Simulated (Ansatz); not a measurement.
# How the volume per atom of TiAl (model structure, from the CuPt type, R-3m, No. 166) moves with the method

No measured value is used here.

| level (code) | value (Å³/atom) |
|---|---|
| PBE (Ansatz) | 16.84 |
| PBEsol (Ansatz) | [?] |
| PBE-D3(BJ) (Ansatz) | 16.09 |
| r²SCAN (Ansatz) | 16.63 |

Problem. What belongs in the gaps?

Solution. 
- PBEsol (Ansatz, a quantum-chemistry and plane-wave program), value (Å³/atom): 16.34

Ansatz's density-functional and Hartree–Fock values are scalar-relativistic unless marked +SOC, with PAW data made under PBE.

A model structure was made by putting elements into a prototype or built by hand; it is no filed structure, need not be a known phase, and can be a saddle point held by its symmetry.
